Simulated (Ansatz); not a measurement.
## AlN, response to strain

Base system: AlN in the zinc blende structure (space group F-43m, No. 216).

```cif
data_Al4N4
_chemical_formula_sum 'Al4 N4'
_space_group_name_H-M_alt 'F-43m'
_space_group_IT_number 216
_space_group_name_Hall 'F -4 2 3'
_cell_length_a 4.34227
_cell_length_b 4.34227
_cell_length_c 4.34227
_cell_angle_alpha 90.000
_cell_angle_beta 90.000
_cell_angle_gamma 90.000
loop_
_atom_site_label
_atom_site_type_symbol
_atom_site_symmetry_multiplicity
_atom_site_Wyckoff_symbol
_atom_site_fract_x
_atom_site_fract_y
_atom_site_fract_z
_atom_site_occupancy
Al1 Al 4 a 0.00000 0.00000 0.00000 1
N1 N 4 d 0.75000 0.75000 0.75000 1
```
(The calculation used a cell of 2 atoms; values per cell refer to that cell.)

Strains are applied to the cell and any free atomic positions relax.

The values are results of LDA (Ansatz, a quantum-chemistry and plane-wave program), no spin-orbit coupling, not measurements.

Candidates:
(a) isotropic strain +2.00 %
(b) isotropic strain −1.00 %
(c) isotropic strain −1.50 %
(d) isotropic strain −2.50 %
(e) isotropic strain −0.50 %

Notes on the quantities. energy relative to the base: free energy F.

Task: Order them by energy relative to the base, lowest first.

Result: (e) isotropic strain −0.50 % (+1.5 meV/atom), (b) isotropic strain −1.00 % (+6.2 meV/atom), (c) isotropic strain −1.50 % (+14 meV/atom), (a) isotropic strain +2.00 % (+23 meV/atom), (d) isotropic strain −2.50 % (+41 meV/atom)

Stability against distortions was not tested. This is not the structure that AlN has at room temperature and ambient pressure.
